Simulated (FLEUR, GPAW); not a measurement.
A GPAW input for a self-consistent single point of AlN (F-43m, 2 atoms in the cell) (DFT PBE, plane waves, GPAW PAW datasets PBE (gpaw-data 1.0.1)):

```python
from ase import Atoms
from ase.units import GPa
from gpaw import GPAW, PW

atoms = Atoms(['Al', 'N'],
              cell=[[0.000000, 2.140315, 2.140315],
                    [2.140315, 0.000000, 2.140315],
                    [2.140315, 2.140315, 0.000000]],
              scaled_positions=[[0.000000, 0.000000, 0.000000],
                                [0.750000, 0.750000, 0.750000]],
              pbc=True)

calc = GPAW(mode=PW(950),
            xc='PBE',
            kpts=(9, 9, 9),
            occupations={'name': 'fixed-uniform'},
            nbands=-4,
            convergence={'bands': -2},
            symmetry={'symmorphic': False, 'tolerance': 0.0005},
            maxiter=150,
            txt='-')

atoms.calc = calc

energy = atoms.get_potential_energy()
print('Energy (eV):', round(energy, 6))
forces = atoms.get_forces()
print('Forces (eV/Ang):')
print(forces.round(5))
stress = atoms.get_stress()
print('Stress (GPa, Voigt):', (stress / GPa).round(4))
```

### Question
Write the same calculation as an input for FLEUR.

### Answer
One input that does it (others would too):

Input of the input generator:

```
AlN
&input film=f /
-0.0000000000 4.0446091704 4.0446091704
4.0446091704 -0.0000000000 4.0446091704
4.0446091704 4.0446091704 -0.0000000000
1.0
1.0 1.0 1.0

2
13 0.0000000000 0.0000000000 0.0000000000
7 0.7500000000 0.7500000000 0.7500000000

&comp jspins=1 /
&kpt div1=9 div2=9 div3=9 /
&end /
```

```xml
<?xml version="1.0" encoding="UTF-8" standalone="no"?>
<fleurInput fleurInputVersion="0.39">
   <comment>
      AlN                                                                                                 
   </comment>
   <calculationSetup>
      <cutoffs Kmax="4.5" Gmax="15.8" GmaxXC="15.8" numbands="0"/>
      <scfLoop itmax="100" minDistance="0.00001" maxIterBroyd="40" imix="Anderson" alpha="0.05" precondParam="0.0" spinf="2.0"/>
      <coreElectrons ctail="T" frcor="F" kcrel="0" coretail_lmax="0"/>
      <xcFunctional name="pbe" relativisticCorrections="F"/>
      <magnetism jspins="1"/>
      <soc l_soc="F" theta="0.0" phi="0.0" spav="F"/>
      <expertModes spex="0" secvar="F"/>
      <geometryOptimization l_f="T" forcealpha="1.0" forcemix="BFGS" epsdisp="0.00001" epsforce="0.00001"/>
      <ldaU l_linMix="F" mixParam="0.05" spinf="1.0"/>
   </calculationSetup>
   <cell>
      <bzIntegration valenceElectrons="8.0" mode="hist" fermiSmearingEnergy="0.0001">
         <kPointListSelection listName="default-1"/>
         <!-- k-points included here -->
         <xi:include xmlns:xi="http://www.w3.org/2001/XInclude" href="kpts.xml"> </xi:include>
      </bzIntegration>
      <!-- symmetry operations included here -->
      <xi:include xmlns:xi="http://www.w3.org/2001/XInclude" href="sym.xml"> </xi:include>
      <bulkLattice scale="1.0">
         <bravaisMatrix>
            <row-1>    0.0000000000000000     4.0446091704000002     4.0446091704000002</row-1>
            <row-2>    4.0446091704000002     0.0000000000000000     4.0446091704000002</row-2>
            <row-3>    4.0446091704000002     4.0446091704000002     0.0000000000000000</row-3>
         </bravaisMatrix>
      </bulkLattice>
   </cell>
   <atomSpecies>
      <species name="Aluminum (Al)" element="Al" atomicNumber="13">
         <mtSphere radius="1.79" gridPoints="619" logIncrement="0.018"/>
         <atomicCutoffs lmax="8" lnonsphr="6"/>
         <electronConfig flipSpins="F">
            <coreConfig>(1s1/2) (2s1/2) (2p1/2) (2p3/2)</coreConfig>
            <valenceConfig>(3s1/2) (3p1/2) (3p3/2)</valenceConfig>
            <stateOccupation state="(3p1/2)" spinUp="0.1666666666667" spinDown="0.1666666666667"/>
            <stateOccupation state="(3p3/2)" spinUp="0.3333333333333" spinDown="0.3333333333333"/>
         </electronConfig>
         <energyParameters s="3" p="3" d="3" f="4"/>
      </species>
      <species name="Nitrogen (N)" element="N" atomicNumber="7">
         <mtSphere radius="1.55" gridPoints="537" logIncrement="0.02"/>
         <atomicCutoffs lmax="6" lnonsphr="4"/>
         <electronConfig flipSpins="F">
            <coreConfig>(1s1/2)</coreConfig>
            <valenceConfig>(2s1/2) (2p1/2) (2p3/2)</valenceConfig>
            <stateOccupation state="(2p1/2)" spinUp="0.5" spinDown="0.5"/>
            <stateOccupation state="(2p3/2)" spinUp="1.0" spinDown="1.0"/>
         </electronConfig>
         <energyParameters s="2" p="2" d="3" f="4"/>
      </species>
   </atomSpecies>
   <atomGroups>
      <atomGroup species="Aluminum (Al)">
         <relPos label="                   1">.0000000000 .0000000000 .0000000000</relPos>
         <force calculate="T" relaxXYZ="TTT"/>
      </atomGroup>
      <atomGroup species="Nitrogen (N)">
         <relPos label="                   2">-1.000/4.000 -1.000/4.000 -1.000/4.000</relPos>
         <force calculate="T" relaxXYZ="TTT"/>
      </atomGroup>
   </atomGroups>
   <output dos="F" band="F" slice="F">
      <checks vchk="F" cdinf="F"/>
      <bandDOS minEnergy="-.5*Htr" maxEnergy="0.5*Htr" sigma="0.015" storeEVData="T"/>
      <vacuumDOS vacdos="F" integ="F" star="F" nstars="0" locx1="0.0" locy1="0.0" locx2="0.0" locy2="0.0" nstm="0" tworkf="0.0"/>
      <unfoldingBand unfoldBand="F" supercellX="1" supercellY="1" supercellZ="1"/>
      <plotting iplot="0" polar="F">
         <plot TwoD="T" vec1="  1.0  0.0  0.0" vec2="  0.0  1.0  0.0" vec3="  0.0  0.0  1.0" zero="  0.0  0.0  0.0" file="plot"/>
      </plotting>
      <chargeDensitySlicing numkpt="0" minEigenval="0.0" maxEigenval="0.0" nnne="0" pallst="F"/>
      <specialOutput eonly="F"/>
      <magneticCircularDichroism mcd="F" energyLo="-10.0" energyUp="0.0"/>
   </output>
  <!-- We include the file relax.xml here to enable relaxations (see documentation) -->
  <xi:include xmlns:xi="http://www.w3.org/2001/XInclude" href="relax.xml"> <xi:fallback/> </xi:include>
</fleurInput>
```

Basis, cutoffs, solver keys and any potentials are the target program's own. This input uses DFT, PBE, all-electron FLAPW (FLEUR), scalar-relativistic valence. Both were run: gap on the mesh 3.531 eV in GPAW and 3.559 in FLEUR.

On FLEUR: the starting cell comes from a database of computed structures (which also holds hypothetical and non-ambient phases and stackings), without a prior relaxation at this level. For this run, on top of that: lattice scaled by 0.98. Values depend on the basis (sphere radii, cutoffs, local orbitals), which need not be converged.

On GPAW: the starting cell comes from a database of computed structures (which also holds hypothetical and non-ambient phases and stackings), without a prior relaxation at this level. For this run, on top of that: lattice scaled by 0.98.
